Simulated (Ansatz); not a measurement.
A computed series for ScAl3: pressure series

Start from ScAl$_{3}$ in the Cu3Au type structure (space group Pm-3m, No. 221).

```yaml
crystal:
  lattice:
    - [4.07177, 0.00000, 0.00000]
    - [0.00000, 4.07177, 0.00000]
    - [0.00000, 0.00000, 4.07177]
  atoms:
    - { symbol: Sc, position: [0.00000, 0.00000, 0.00000] }
    - { symbol: Al, position: [0.00000, 0.50000, 0.50000] }
    - { symbol: Al, position: [0.50000, 0.00000, 0.50000] }
    - { symbol: Al, position: [0.50000, 0.50000, 0.00000] }
```

Cell and atoms are relaxed at each pressure.

Calculations: PBEsol (Ansatz, a first-principles code; PAW; 420 eV plane waves; no spin-orbit coupling).

Notes on the quantities. enthalpy: H = E + PV relative to the base's energy.

| case | enthalpy | shortest interatomic distance | density |
|---|---|---|---|
| base | – | 5.441 bohr | 3.10 g/cm³ |
| pressure −2 GPa | -0.21 eV/atom | 5.483 bohr | 3.03 g/cm³ |
| pressure −1 GPa | -0.11 eV/atom | 5.461 bohr | 3.06 g/cm³ |
| pressure 0.9 GPa | +0.09 eV/atom | 5.424 bohr | 3.13 g/cm³ |
| pressure 2.1 GPa | +0.22 eV/atom | 5.401 bohr | 3.17 g/cm³ |
| pressure 4.5 GPa | +0.46 eV/atom | 5.361 bohr | 3.24 g/cm³ |
| pressure 9 GPa | +0.91 eV/atom | 5.293 bohr | 3.36 g/cm³ |
| pressure 15 GPa | +1.48 eV/atom | 5.216 bohr | 3.52 g/cm³ |
| pressure 22.5 GPa | +2.16 eV/atom | 5.135 bohr | 3.68 g/cm³ |
| pressure 30 GPa | +2.81 eV/atom | 5.067 bohr | 3.83 g/cm³ |

Load acts through the strain it causes; cell and atoms are relaxed under it. No phonon test of stability was made. No other phases were tried under pressure. The final runs are not spin-polarised.
